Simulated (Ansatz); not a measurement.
The starting structures come from a database of crystals and need not be the phases stable at ambient conditions.

 Where the default PAW files enter, the runs use the earlier of Ansatz's two default sets.

```xyz
12
Lattice="3.3880 0.0000 0.0000 0.0000 6.5892 0.0000 0.0000 0.0000 5.6327" Properties=species:S:1:pos:R:3 pbc="T T T"
Zr     2.5410     5.8748     4.2332
Zr     0.8470     0.7144     1.3995
Zr     0.8470     2.5802     4.2159
Zr     2.5410     4.0090     1.4169
O      0.8470     4.3439     5.5089
O      2.5410     2.2453     0.1238
O      2.5410     1.0493     2.9402
O      0.8470     5.5400     2.6926
O      0.8470     0.5041     4.8483
O      2.5410     6.0851     0.7844
O      2.5410     3.7987     3.6008
O      0.8470     2.7905     2.0320
```

Space group of this cell: Pnma. The cell is taken as given; by r2SCAN its mean pressure is -9.1 GPa.

These are r2SCAN (plane waves, PAW; Ansatz, a program for electronic structure) values and carry that method's errors.

The current runs along the normal of the first two printed vectors; no spin-orbit coupling. Scaled by the factor s: the length along the current (ions clamped). Meshes 10×6×6 and 10×6 across the current in all rows.

```tsv
s	mean pressure (GPa)	band gap (eV)
0.97	-1.0	?
1.00	-9.1	3.37
1.03	-15.6	3.09
```

Take the slope of the band gap against ln s from the two given rows, extrapolate to s = 0.97, and say what the run there gives.

Slope = (3.09 − 3.37) / ln 1.03 = -9.47 eV. The line gives 3.37 + (-9.47) × ln 0.97 = 3.66 eV. The run gives 3.64 eV, 0.02 eV under the line, 6 % of the predicted step.
